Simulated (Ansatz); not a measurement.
What biaxial strain −1.25 %, plane normal [001], relaxed out of plane does to CrO2

Take CrO2 in the rutile structure (space group P4_2/mnm, No. 136; a = 4.4446 Å, c = 2.9209 Å; ferromagnetic) as the base. Axes: x, y, z lie along a, b, c of the conventional cell.

One thing is altered: biaxial strain −1.25 %, plane normal [001], relaxed out of plane (Cartesian); in-plane vectors clamped, the third vector and the atoms free.

Method: PBE (Ansatz, a first-principles code, PAW, no SOC). Γ-centred 11×11×16 mesh, Fermi–Dirac width 0.05 eV.

```tsv
quantity	base	changed	shift
volume per atom	9.62 Å³	9.46 Å³	-0.154 Å³
pressure (mean of the normal stresses, compression positive)	0.0 GPa	3.4 GPa	+3.4 GPa
band gap	zero	zero	–
magnetic state	ferromagnetic	ferromagnetic	–
out-of-plane strain (rough)	–	+0.91 %	–
```

Final structure (turned so that z lies along the plane normal):

```
CrO2
1.0
    4.38900     0.00000     0.00000
    0.00000     4.38900     0.00000
    0.00000     0.00000     2.94747
Cr O
2 4
Direct
  0.00000   0.00000   0.00000
  0.50000   0.50000   0.50000
  0.30354   0.30354   0.00000
  0.80354   0.19646   0.50000
  0.19646   0.80354   0.50000
  0.69646   0.69646   0.00000
```

Without a gap, meshes like the base's 11×11×16 leave anisotropic stresses uncertain by several tenths of a GPa, and small strain energies with them. No phonon test of stability was made. No Hubbard U is applied and the magnetic state is the run's own (CrO2 ferromagnetic); small cells can't hold the antiferromagnetic order that many such compounds have, so gaps and moments can be off.
